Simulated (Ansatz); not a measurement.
Take PbTe in the rock salt structure (space group Fm-3m, No. 225; a = 6.5353 Å) as the base.

It is then changed as follows: Se takes the place of Te on all its sites; the structure is relaxed again.

Levels (all Ansatz, a first-principles code, PAW, earlier PAW set): r2SCAN (500 eV, no spin-orbit coupling); HSE06 (420 eV, no spin-orbit coupling); HSE06+SOC (420 eV, with spin-orbit coupling).

One geometry, relaxed with r2SCAN, under each level:

```tsv
level	band gap	lowest conduction level above the VBM at special points
r2SCAN	0.67 eV	L 0.67 eV; W 2.21 eV; U 3.70 eV; Γ 5.00 eV
HSE06	0.80 eV	L 0.80 eV; W 2.45 eV; U 3.99 eV; Γ 5.44 eV
HSE06+SOC	0.23 eV	L 0.23 eV; W 2.17 eV; U 3.53 eV; Γ 3.69 eV
```

Single points use the geometry relaxed with r2SCAN. HSE06 was sampled on its mesh, a few special points and the semilocal edge points, so its gap is an upper bound. Differences between runs with and without spin-orbit coupling are approximate. With Pb present, leaving out spin-orbit coupling can change the band edges. Stability against distortions was not tested.
